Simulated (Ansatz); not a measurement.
The parent structure is YRu$_{3}$Si$_{2}$ (space group P6/mmm, No. 191; a = 5.4923 Å, c = 3.6102 Å; a cell from a computed database, its experimental status unchecked). Axes: x lies along a and z along c of the hexagonal cell.

Level of theory: PBEsol/PAW in Ansatz (a program for electronic structure), no spin-orbit coupling.

For the base:

- Shortest interatomic distance: 240.3 pm

One thing is altered: the cell is compressed by 2.45 % along x with no lateral relaxation; the atoms relax in the strained cell.

Q: Predict the new shortest interatomic distance and energy relative to the base.

A: The shortest interatomic distance drops by 1.6 pm, from 240.3 pm to 238.7 pm; the energy rises by 9.0 meV/atom.

Without a gap, meshes like the base's 10×10×13 leave anisotropic stresses uncertain by several tenths of a GPa, and small strain energies with them. No phonon test of stability was made. All final runs are without spin polarisation. An odd electron count without spin: YRu3Si2.
